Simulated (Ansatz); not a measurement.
CsPbCl3 (Pm-3m) under uniaxial stress zz (compression positive): hole conductivity mass by PBEsol with spin-orbit coupling, rigid bands (plane waves, PAW; Ansatz, a first-principles code). The unloaded cell, whose axes the loads refer to:

CsPbCl₃ is taken in the cubic space group Pm-3m (No. 221), the cubic perovskite structure, Pearson symbol cP5. Conventional cell: a = b = c = 5.6182 Å, α = β = γ = 90.00°. Cs on 1a has 12 Cl at 3.973 Å (cuboctahedral). Pb on 1b has 6 Cl at 2.809 Å (octahedral). Cl on 3c has 2 Pb at 2.809 Å and 4 Cs at 3.973 Å (octahedral). (Neighbours: up to the widest gap in distance over summed covalent radii, below 1.35, at either atom; cation-cation and far metal-metal contacts left out.)

```
uniaxial stress zz (compression positive) (GPa)  volume per atom (Å³)  hole conductivity mass (mₑ)
-----------------------------------------------  --------------------  ---------------------------
-2                                                              36.72                        0.167
-1                                                              36.01                        0.156
0                                                               35.47                        0.146
1                                                               35.05                            ?
2                                                               34.69                        0.127
```

Question: Fit a straight line to ln(hole conductivity mass) against the load over the rows given, and predict the row at 1 GPa.

Answer: The means are x̄ = -0.250 GPa and ȳ = -1.9088; Σ(x − x̄)(y − ȳ) = -0.5986 and Σ(x − x̄)² = 8.750, so the slope is -6.84 % per GPa, and the rows given lie within 0.18 % of the line. At 1 GPa the line gives 0.136 mₑ; the calculation gives 0.137 mₑ, 0.66 % from it.

Masses are for dilute carriers at 300 K, harmonic means over directions unless an axis is named. Stresses and pressures are the targets of the relaxation. The structure type is held at every load. Geometry: cell and atoms relaxed with PBEsol.

CsPbCl3 (Pm-3m): a high-temperature phase held by its symmetry.
